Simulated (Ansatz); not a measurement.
Partial pair distribution functions of a relaxed model of amorphous Si₃₀N₄₂Mg₃, broadened by 0.06 Å; density 2.97 g/cm³. Calculation: PBE, scalar-relativistic without spin-orbit coupling (plane waves to 420 eV, PAW; Ansatz, a first-principles code).

Preparation: random packing, a CHGNet melt and quench, and a DFT relaxation. N atoms were pushed apart under 1.9 Å during the dynamics, to hinder bonds among them. The hot cell started wider than the set density and was brought back towards it in steps. It is the lowest in DFT energy of 2 quenches. It is a model cell: composition and starting density were chosen by hand, and all elements were melted together. No dispersion term was used. Its density started from a set value of 2.97 and ended at 2.97 g/cm³. The quench (nominally 450 K/ps over its main leg) was far faster than any real one, so the model tends to hold more defects than a real film. A cell of this size samples the disorder only roughly. The volume was held where the preparation left it and the shape relaxed, at a PBE pressure of -0.9 GPa (tension). Stress components on the final sampling reach 1.2 GPa. On a 2×2×2 Γ-centred mesh force components of up to 0.13 eV/Å stay, since the relaxation ran on the zone centre alone.

```json
[
 {"r (Å)": "1.45", "g Si-N": "0.00", "g N-Mg": "0.00", "g Si-Si": "0.00", "g N-N": "0.00"},
 {"r (Å)": "1.55", "g Si-N": "0.28", "g N-Mg": "0.00", "g Si-Si": "0.00", "g N-N": "0.00"},
 {"r (Å)": "1.65", "g Si-N": "4.18", "g N-Mg": "0.00", "g Si-Si": "0.00", "g N-N": "0.00"},
 {"r (Å)": "1.75", "g Si-N": "10.01", "g N-Mg": "0.00", "g Si-Si": "0.00", "g N-N": "0.00"},
 {"r (Å)": "1.85", "g Si-N": "5.01", "g N-Mg": "0.02", "g Si-Si": "0.00", "g N-N": "0.00"},
 {"r (Å)": "1.95", "g Si-N": "0.76", "g N-Mg": "0.84", "g Si-Si": "0.00", "g N-N": "0.00"},
 {"r (Å)": "2.05", "g Si-N": "0.18", "g N-Mg": "4.11", "g Si-Si": "0.00", "g N-N": "0.00"},
 {"r (Å)": "2.15", "g Si-N": "0.21", "g N-Mg": "4.42", "g Si-Si": "0.00", "g N-N": "0.00"},
 {"r (Å)": "2.25", "g Si-N": "0.04", "g N-Mg": "3.00", "g Si-Si": "0.00", "g N-N": "0.07"},
 {"r (Å)": "2.35", "g Si-N": "0.00", "g N-Mg": "1.65", "g Si-Si": "0.04", "g N-N": "0.14"},
 {"r (Å)": "2.45", "g Si-N": "0.00", "g N-Mg": "0.58", "g Si-Si": "0.37", "g N-N": "0.47"},
 {"r (Å)": "2.55", "g Si-N": "0.02", "g N-Mg": "0.03", "g Si-Si": "0.63", "g N-N": "0.89"},
 {"r (Å)": "2.65", "g Si-N": "0.07", "g N-Mg": "0.00", "g Si-Si": "0.78", "g N-N": "1.95"},
 {"r (Å)": "2.75", "g Si-N": "0.11", "g N-Mg": "0.00", "g Si-Si": "1.17", "g N-N": "3.34"},
 {"r (Å)": "2.85", "g Si-N": "0.17", "g N-Mg": "0.11", "g Si-Si": "2.45", "g N-N": "3.57"},
 {"r (Å)": "2.95", "g Si-N": "0.32", "g N-Mg": "0.41", "g Si-Si": "3.34", "g N-N": "3.27"},
 {"r (Å)": "3.05", "g Si-N": "0.66", "g N-Mg": "0.25", "g Si-Si": "3.67", "g N-N": "2.05"},
 {"r (Å)": "3.15", "g Si-N": "0.89", "g N-Mg": "0.97", "g Si-Si": "2.88", "g N-N": "1.06"},
 {"r (Å)": "3.25", "g Si-N": "1.01", "g N-Mg": "0.53", "g Si-Si": "1.98", "g N-N": "0.81"},
 {"r (Å)": "3.35", "g Si-N": "1.08", "g N-Mg": "0.37", "g Si-Si": "0.80", "g N-N": "0.70"},
 {"r (Å)": "3.45", "g Si-N": "1.34", "g N-Mg": "0.72", "g Si-Si": "0.18", "g N-N": "0.53"},
 {"r (Å)": "3.55", "g Si-N": "1.31", "g N-Mg": "1.38", "g Si-Si": "0.15", "g N-N": "0.64"},
 {"r (Å)": "3.65", "g Si-N": "1.15", "g N-Mg": "0.79", "g Si-Si": "0.43", "g N-N": "0.47"},
 {"r (Å)": "3.75", "g Si-N": "1.05", "g N-Mg": "0.64", "g Si-Si": "0.58", "g N-N": "0.49"},
 {"r (Å)": "3.85", "g Si-N": "1.22", "g N-Mg": "1.35", "g Si-Si": "0.49", "g N-N": "0.51"},
 {"r (Å)": "3.95", "g Si-N": "1.14", "g N-Mg": "1.55", "g Si-Si": "0.41", "g N-N": "0.43"},
 {"r (Å)": "4.05", "g Si-N": "1.44", "g N-Mg": "1.17", "g Si-Si": "0.25", "g N-N": "0.44"},
 {"r (Å)": "4.15", "g Si-N": "1.70", "g N-Mg": "1.19", "g Si-Si": "0.41", "g N-N": "0.63"},
 {"r (Å)": "4.25", "g Si-N": "1.65", "g N-Mg": "1.72", "g Si-Si": "0.72", "g N-N": "0.55"},
 {"r (Å)": "4.35", "g Si-N": "1.45", "g N-Mg": "1.36", "g Si-Si": "1.13", "g N-N": "0.70"},
 {"r (Å)": "4.45", "g Si-N": "1.41", "g N-Mg": "1.54", "g Si-Si": "1.00", "g N-N": "0.93"},
 {"r (Å)": "4.55", "g Si-N": "1.21", "g N-Mg": "1.52", "g Si-Si": "1.13", "g N-N": "1.10"},
 {"r (Å)": "4.65", "g Si-N": "1.06", "g N-Mg": "1.19", "g Si-Si": "1.10", "g N-N": "1.03"}
]
```

Within 2.28 Å each Si has 4.07 N neighbours on average.
